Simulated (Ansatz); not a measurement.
Start from BeS in the zinc blende structure (space group F-43m, No. 216; a = 4.8760 Å).

(Cell as relaxed with PBE.)

Levels (all Ansatz, a program for electronic structure, PAW): PBE (420 eV, without spin-orbit coupling); r2SCAN (500 eV, no SOC).

Each level relaxes its own structure.

```json
[
 {"base": "volume per atom", "PBE": "14.49 Å³", "r2SCAN": "14.42 Å³"},
 {"base": "lattice parameter a", "PBE": "4.876 Å", "r2SCAN": "4.869 Å"},
 {"base": "band gap", "PBE": "3.15 eV", "r2SCAN": "3.59 eV"}
]
```

Modification: holes 1.5×10^21 cm⁻³, on a uniform background at fixed cell.

```json
[
 {"quantity": "shift of the gap caused by the change", "PBE": "+0.05 eV", "r2SCAN": "+0.05 eV"},
 {"quantity": "Fermi level relative to the doped band's edge (positive inside the band; to 0.05 eV)", "PBE": "+0.20 eV", "r2SCAN": "+0.20 eV"},
 {"quantity": "gap between the host's bands", "PBE": "3.19 eV", "r2SCAN": "3.64 eV"}
]
```

PBE's gap between the host's bands lies 0.442 eV below r2SCAN's; the two agree on the shift of the gap caused by the change and Fermi level from band edge. Neither level is exact; r2SCAN is the comparison here, not a measurement.

Carriers are added with a uniform compensating background; total energy and stress of such cells depend on the potential's zero and are not compared; many-body gap narrowing is missing at this level. Gaps are read on the SCF mesh and a high-symmetry path. No phonon test of stability was made.
